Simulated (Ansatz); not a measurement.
Base system: InSb in the zinc blende structure (space group F-43m, No. 216; a = 6.5191 Å).

The values are results of PBEsol (Ansatz, an electronic-structure program), without spin-orbit coupling, not measurements.

One change was made to it. Results:

| quantity | base | after |
|---|---|---|
| band gap | zero | 0.12 eV |
| density | 5.67 g/cm³ | 6.18 g/cm³ |

Q: What was done to the base?
(A) pressure 2.1 GPa
(B) pressure 22.5 GPa
(C) pressure 0.9 GPa
(D) pressure 4.5 GPa
(E) pressure 15 GPa

A: D, pressure 4.5 GPa. For comparison, the band gap in the other runs: pressure 2.1 GPa gives zero; pressure 15 GPa gives 0.81 eV; pressure 0.9 GPa gives zero; pressure 22.5 GPa gives 0.66 eV.

With Sb present, leaving out spin-orbit coupling can change the band edges. Load acts through the strain it causes; cell and atoms are relaxed under it. Whether these cells are dynamically stable was not tested. Tetrahedral semiconductors of this kind turn to denser phases somewhere between about 1 and 50 GPa; those were not computed, so compressed cells here can lie past the real transition. The final runs are not spin-polarised. A zero or small gap of InSb can be the functional's error rather than a property of the material.
